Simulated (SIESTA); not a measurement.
Worked example: self-consistent single point of YCo (Cmcm, 4 atoms in the cell) in SIESTA

Method: GGA PBEsol, numerical atomic orbitals DZP, PseudoDojo PBEsol standard norm-conserving potentials (rewritten from UPF to PSML) run with SIESTA.

Input:

```
# files in the folder: Y.psml Co.psml (PseudoDojo PBEsol standard)
SystemName  YCo
SystemLabel YCo

NumberOfAtoms                4
NumberOfSpecies              2
%block ChemicalSpeciesLabel
  1 39 Y
  2 27 Co
%endblock ChemicalSpeciesLabel
LatticeConstant              5.610032 Ang
%block LatticeVectors
     0.368534440   -0.929614127    0.000000000
     0.368534440    0.929614127    0.000000000
     0.000000000    0.000000000    0.685648495
%endblock LatticeVectors
AtomicCoordinatesFormat      ScaledCartesian
%block AtomicCoordinatesAndAtomicSpecies
     0.368534440    0.664153517    0.171412124  1
     0.368534440   -0.664153517    0.514236372  1
     0.368534440    0.098929535    0.171412124  2
     0.368534440   -0.098929535    0.514236372  2
%endblock AtomicCoordinatesAndAtomicSpecies

XC.functional                GGA
XC.authors                   PBEsol
PAO.BasisSize                DZP
PAO.EnergyShift              0.01 Ry
MeshCutoff                   400 Ry
%block kgrid.MonkhorstPack
    6   0   0  0.0
    0   6   0  0.0
    0   0   6  0.0
%endblock kgrid.MonkhorstPack
OccupationFunction           FD
ElectronicTemperature        0.1 eV
Spin                         polarized
%block DM.InitSpin
  1 +1.00
  2 +1.00
  3 +3.00
  4 +3.00
%endblock DM.InitSpin

MaxSCFIterations             150
SCF.Mixer.Method             Pulay
SCF.Mixer.Weight             0.1
SCF.Mixer.History            6
SCF.DM.Tolerance             1.0E-05
Diag.ParallelOverK           true
WriteForces                  true
Charge.Mulliken              end
```

Output (repeated stretches shortened):

```
reinit: Reading from file input.fdf

reinit: System Name: YCo
reinit: System Label: YCo

NOTE on units for spin output:
{S} is the spin magnetic moment, in units of the Bohr magneton,
assuming a g-factor for the electron spin of exactly 2.
The spin magnetic moment is then numerically equal to the charge inbalance,
in units of electrons, between the spin-up and -down channels.

coor:   Atomic-coordinates input format  =     Cartesian coordinates
coor:                                          (in units of alat)

siesta: Atomic coordinates (Bohr) and species
siesta:      3.90699   7.04097   1.81721  1        1
siesta:      3.90699  -7.04097   5.45164  1        2
siesta:      3.90699   1.04879   1.81721  2        3
siesta:      3.90699  -1.04879   5.45164  2        4

siesta: System type = bulk

initatomlists: Number of atoms, orbitals, and projectors:      4    76    72

siesta: ******************** Simulation parameters ****************************
redata: Spin configuration                          = collinear
redata: Time-Reversal Symmetry                      = T
redata: Number of Atomic Species                    =        2
redata: Mesh Cutoff                                 =   400.0000 Ry
redata: Net charge of the system                    =     0.0000 |e|
redata: Min. number of SCF Iter                     =        0
redata: Max. number of SCF Iter                     =      150
redata: SCF convergence failure will abort job
redata: SCF mix quantity                            = Hamiltonian
redata: Mix DM or H after convergence               =   F
redata: Recompute H after scf cycle                 =   F
redata: Mix DM in first SCF step                    =   T
redata: No kicks to SCF
redata: DM Mixing Weight for Kicks                  =     0.5000
redata: Require Harris convergence for SCF          =   F
redata: Harris energy tolerance for SCF             =     0.000100 eV
   [... lines left out ...]
diag: Used triangular part                          = Lower
diag: Absolute tolerance                            =  0.100E-15
diag: Orthogonalization factor                      =  0.100E-05
diag: Memory factor                                 =  1.0000

superc: Internal auxiliary supercell:     5 x     5 x     5  =     125
superc: Number of atoms, orbitals, and projectors:    500   9500   9000

                        Single-point calculation

superc: Internal auxiliary supercell:     5 x     5 x     5  =     125
superc: Number of atoms, orbitals, and projectors:    500   9500   9000

outcell: Unit cell vectors (Ang):
        2.067490   -5.215165    0.000000
        2.067490    5.215165    0.000000
        0.000000    0.000000    3.846510

outcell: Cell vector modules (Ang)   :    5.610032    5.610032    3.846510
outcell: Cell angles (23,13,12) (deg):     90.0000     90.0000    136.7495
outcell: Cell volume (Ang**3)        :     82.9485
new_DM -- step:     1
Initializing Density Matrix...

Attempting to read DM from file... Failed...
DM filled with atomic data (user-defined):

InitMesh: MESH = 64 x 64 x 64 = 262144
InitMesh: Mesh cutoff (required, used) =   400.000   416.223 Ry

stepf: Fermi-Dirac step function
        iscf     Eharris(eV)        E_KS(eV)     FreeEng(eV)     dDmax    Ef(eV) dHmax(eV)
   scf:    1   -10256.185572   -10446.811770   -10447.023501  0.654825 -3.259451 45.780112
     spin moment: {S} , |S| = {        0.0        0.0    5.03721 }     5.03721
   scf:    2   -10458.044923   -10522.603545   -10522.751341  0.628769 -4.786394 14.002008
     spin moment: {S} , |S| = {        0.0        0.0    2.19621 }     2.19621
   scf:    3   -10534.585267   -10531.983271   -10532.129150  0.148054 -4.426627  3.290345
     spin moment: {S} , |S| = {        0.0        0.0    2.90316 }     2.90316
   scf:    4   -10520.466189   -10529.148607   -10529.315306  0.189983 -4.503408  9.152538
     spin moment: {S} , |S| = {        0.0        0.0    2.72554 }     2.72554
   scf:    5   -10529.542211   -10532.638779   -10532.775469  0.151560 -4.688814  3.445831
     spin moment: {S} , |S| = {        0.0        0.0    2.29944 }     2.29944
   scf:    6   -10522.807331   -10530.376058   -10530.529877  0.110172 -4.589392  7.820715
   [... lines left out ...]
   scf:   33   -10533.346280   -10533.346280   -10533.490000  0.000090 -4.775292  0.000302
     spin moment: {S} , |S| = {        0.0        0.0    0.83957 }     0.83957
   scf:   34   -10533.346278   -10533.346279   -10533.490000  0.000056 -4.775318  0.000264
     spin moment: {S} , |S| = {        0.0        0.0    0.83920 }     0.83920
   scf:   35   -10533.346270   -10533.346274   -10533.490000  0.000185 -4.775404  0.000122
     spin moment: {S} , |S| = {        0.0        0.0    0.83800 }     0.83800
   scf:   36   -10533.346276   -10533.346275   -10533.490000  0.000044 -4.775415  0.000046
     spin moment: {S} , |S| = {        0.0        0.0    0.83764 }     0.83764
   scf:   37   -10533.346275   -10533.346275   -10533.490000  0.000010 -4.775418  0.000062
     spin moment: {S} , |S| = {        0.0        0.0    0.83757 }     0.83757
   scf:   38   -10533.346275   -10533.346275   -10533.490000  0.000005 -4.775421  0.000036
     spin moment: {S} , |S| = {        0.0        0.0    0.83754 }     0.83754
SCF Convergence by DM+H criterion
max |DM_out - DM_in|         :     0.0000054752
max |H_out - H_in|      (eV) :     0.0000358294
SCF cycle converged after 38 iterations

Using DM_out to compute the final energy and forces

siesta: E_KS(eV) =           -10533.3463

siesta: E_KS - E_eggbox =    -10533.3463

siesta: Atomic forces (eV/Ang):
     1   -0.000000   -0.032277    0.000000
     2   -0.000000    0.032277   -0.000000
     3    0.000000   -0.172673   -0.000000
     4   -0.000000    0.172673   -0.000000
   Tot   -0.000000    0.000000   -0.000000
   Max    0.172673
   Res    0.071714    sqrt( Sum f_i^2 / 3N )
   Max    0.172673    constrained

Stress tensor Voigt[x,y,z,yz,xz,xy] (kbar):       69.79       64.46       63.88        0.00        0.00        0.00
(Free)E + p*V (eV/cell)   -10536.9091
Target enthalpy (eV/cell)   -10533.4900

siesta: Program's energy decomposition (eV):
siesta: Ebs     =     -1820.131748
siesta: Eions   =     13635.890296
siesta: Ena     =      1449.248837
siesta: Ekin    =      4320.562545
siesta: Enl     =      -809.232939
siesta: Eso     =         0.000000
siesta: Edftu   =         0.000000
siesta: DEna    =        82.540124
siesta: DUscf   =         1.723675
siesta: DUext   =         0.000000
siesta: Ex      =     -1829.235140
siesta: Ec      =      -113.063082
siesta: Exc     =     -1942.298222
siesta: Eharris =    -10533.346275
siesta: Etot    =    -10533.346275
siesta: FreeEng =    -10533.490000

siesta: Atomic forces (eV/Ang):
siesta:      1   -0.000000   -0.032277    0.000000
siesta:      2   -0.000000    0.032277   -0.000000
siesta:      3    0.000000   -0.172673   -0.000000
siesta:      4   -0.000000    0.172673   -0.000000
siesta: ----------------------------------------
siesta:    Tot   -0.000000    0.000000   -0.000000

siesta: Stress tensor (static) (eV/Ang**3):
siesta:     0.043560    0.000000    0.000000
siesta:     0.000000    0.040231    0.000000
siesta:     0.000000    0.000000    0.039868

siesta: Cell volume =         82.948461 Ang**3

siesta: Pressure (static):
siesta:                Solid            Molecule  Units
   [... lines left out ...]
siesta:         -66.04137058        -63.25874702  kBar
   [... lines left out ...]
               4dz2    4dxz    4dx2-y2
   1  5.718   0.979   0.238   0.064   0.986   0.993   0.987   0.139   0.153
              0.164   0.280   0.184   0.230   0.332   0.279  -0.063  -0.030

             -0.045  -0.085  -0.066
   2  5.718   0.979   0.238   0.064   0.986   0.993   0.987   0.139   0.153
              0.164   0.280   0.184   0.230   0.332   0.279  -0.063  -0.030

             -0.045  -0.085  -0.066

Species: Co
Atom  Qatom  Qorb
               3s      4s      4s      3py     3pz     3px     4py     4pz
               4px     3dxy    3dyz    3dz2    3dxz    3dx2-y2 3dxy    3dyz
               3dz2    3dxz    3dx2-y2
   3  8.073   0.970   0.269  -0.045   1.006   1.004   1.006   0.151   0.173
              0.143   0.807   0.784   0.746   0.667   0.753  -0.080  -0.080

             -0.076  -0.068  -0.057
   4  8.073   0.970   0.269  -0.045   1.006   1.004   1.006   0.151   0.173
              0.143   0.807   0.784   0.746   0.667   0.753  -0.080  -0.080

             -0.076  -0.068  -0.057

mulliken: Qtot =       27.581

Mulliken Atomic Populations:
Atom #   charge [q] valence [e]      Sz [e]  Species
     1    -0.176581   11.176581   -0.259136  Y
     2    -0.176581   11.176581   -0.259136  Y
     3     0.176581   16.823419    0.677907  Co
     4     0.176580   16.823420    0.677907  Co
 Total    -0.000000                0.837542
```

The run converged in 38 iterations.

The starting cell comes from a database of computed structures (which also holds hypothetical and non-ambient phases and stackings), without a prior relaxation at this level. The moments shrank to a small part of their start, a low-spin state that need not be the lowest. Values carry the incompleteness of an atom-centred basis. With a pressure of about -7 GPa the cell is away from its equilibrium volume at this level.

Cost on one core of a shared machine: roughly 6 min.
